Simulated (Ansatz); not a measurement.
**GaP: Ga on a P site (antisite), symmetric start**

Base system: an 8-atom supercell of GaP in the zinc blende structure (space group F-43m, No. 216; a = 5.506 Å) at its relaxed geometry.

Now apply this change: a neutral Ga on a P site (antisite), symmetric start, atoms relaxed at fixed cell.

Level of theory: PBE (Ansatz, an electronic-structure program), no SOC, earlier PAW set. Γ-centred 5×5×5 mesh, Fermi–Dirac width 0.01 eV.

```yaml
pressure: 3.5 GPa (base 0.0 GPa)
largest_displacement_of_a_host_atom_from_its_site_in_the_perfect_cell: 0.05 Å
```

Final structure:

```yaml
crystal:
  lattice:
    - [-5.50645, 0.00000, 0.00000]
    - [0.00000, 0.00000, 5.50645]
    - [0.00000, 5.50645, 0.00000]
  atoms:
    - { symbol: Ga, position: [0.25000, 0.75000, 0.75000] }
    - { symbol: P, position: [0.75000, 0.75000, 0.25000] }
    - { symbol: P, position: [0.75000, 0.25000, 0.75000] }
    - { symbol: P, position: [0.25000, 0.25000, 0.25000] }
    - { symbol: Ga, position: [0.99486, 0.00514, 0.00514] }
    - { symbol: Ga, position: [0.50514, 0.00514, 0.49486] }
    - { symbol: Ga, position: [0.50514, 0.49486, 0.00514] }
    - { symbol: Ga, position: [0.99486, 0.49486, 0.49486] }
```

Other magnetic orders, which the real material may have, were not ruled out. The cell is small, so the values are those of an ordered compound at a high defect concentration; dilute-limit values will differ. The mesh was chosen for an insulator and is coarse for the gapless case. The defect started on the symmetric site and kept its symmetry, so it may sit on a saddle. Seeded moments were not kept for Ga on a P site (antisite). The defect cell is spin-polarised and ends with 0.3 μB, a fractional moment that hangs on the mesh and smearing.
